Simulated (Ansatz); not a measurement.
Start from Mo in the bcc (W type) structure (space group Im-3m, No. 229; relaxed with 0.1 eV smearing).

```
Mo
1.0
   -1.57548     1.57548     1.57548
    1.57548    -1.57548     1.57548
    1.57548     1.57548    -1.57548
Mo
1
Direct
  0.00000   0.00000   0.00000
```

Computed with r2SCAN/PAW in Ansatz (a program for electronic structure), no spin-orbit coupling.

Before the change:

The pressure is 0.0 GPa and the band gap comes out as zero.

Now apply this change: the cell is scaled by 1.0150 in all directions; the atoms relax in the strained cell.

### Question
What does the calculation give for the pressure after the change?

### Answer
The pressure goes from zero to -11.1 GPa.

### Question
What happens to the energy relative to the base?

### Answer
The energy grows by 26 meV/atom.

### Question
Predict the new band gap.

### Answer
The band gap stays zero.

Whether these cells are dynamically stable was not tested. The final runs are not spin-polarised.
